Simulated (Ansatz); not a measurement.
## Habitual settings against a tight run: YbAg (Pnma, 8 atoms in the cell)

Self-consistent single point.

```xyz
8
Lattice="7.3329 0.0000 0.0000 0.0000 4.5590 0.0000 0.0000 0.0000 5.8286" Properties=species:S:1:pos:R:3 pbc="T T T"
Yb     6.0042     3.4192     5.0255
Yb     1.3287     1.1397     0.8031
Yb     4.9952     1.1397     2.1112
Yb     2.3377     3.4192     3.7173
Ag     3.9440     1.1397     5.0143
Ag     3.3890     3.4192     0.8142
Ag     7.0555     3.4192     2.1000
Ag     0.2775     1.1397     3.7285
```

Method of the run: r2SCAN, default PAW files made with PBE (plane waves; Ansatz, a first-principles code).

Base settings: basis.ecutwfc = 500 eV; kpoints.mp_grid.grid = 3 4 3; hamiltonian.xc = r2scan; hamiltonian.pseudopotentials = {kind: paw} (the program's default PAW files); scf.occupations.method = cold; scf.occupations.width = 0.05 eV.

Tight run (finer mesh or higher cutoff; not a proven limit): basis.ecutwfc: 500 eV → 700 eV; kpoints.mp_grid.grid: 3 4 3 → 5 6 5; scf.convergence.dr2_threshold: default (1e-07 eV) → 1e-09 eV. It gave Fermi level (on the code's own zero) 14.16 eV; pressure 1.84 GPa; largest force (vector length) 0.056 eV/Å.

Quick runs, as changes from the base:
- A: the base itself
- B: basis.ecutwfc: 500 eV → 335 eV; kpoints.mp_grid.grid: 3 4 3 → 2 2 2; hamiltonian.xc: r2scan → lda; scf.occupations.method: cold → gaussian; scf.occupations.width: 0.05 eV → 0.136 eV [LDA (PW92)]
- C: basis.ecutwfc: 500 eV → 300 eV; kpoints.mp_grid.grid: 3 4 3 → 3 3 3
- D: basis.ecutwfc: 500 eV → 210 eV; kpoints.mp_grid.grid: 3 4 3 → 4 4 4; hamiltonian.xc: r2scan → lda [LDA (PW92)]

Energies are extrapolated to zero smearing width, which holds to low order in the width alone.

Dashes: energy of B, D, another energy zero; count of B, D, another kind of functional, whose work the count does not hold.

† marks runs with another functional, U, potentials or spin treatment: their distance from the tight run is not a convergence error alone.

The count of work is k-points × plane waves × bands × iterations; it is no time. 

Pressures in the table are Ansatz's without its Pulay estimate, at a fixed set of plane waves; the tight run's value above holds the estimate.

The starting cell comes from a database of computed structures (which also holds hypothetical and non-ambient phases and stackings), without a prior relaxation at this level. Its lattice was rescaled by a random factor within 2.5 % of one. Spin polarisation is off. Without a gap this mesh is coarse (it stands for a supercell whose shortest vector is 17 Å).

| run | energy less tight (meV/atom) | pressure less tight (GPa) | largest miss in a force vector (eV/Å) | count of work / tight |
|---|---|---|---|---|
| A | -7.5 | -0.03 | 0.038 | 0.18 |
| B† | – | -5.39 | 0.058 | – |
| C | 89.3 | -7.83 | 0.074 | 0.040 |
| D† | – | -220.82 | 0.169 | – |

Among the runs at the tight run's level, the energy misses run from 7.5 to 89.3 meV/atom.

Left out of this page: 2 runs of the series outside the window shown, repeating another row's setting, or not comparable.

Keys are those of Ansatz 0.2.
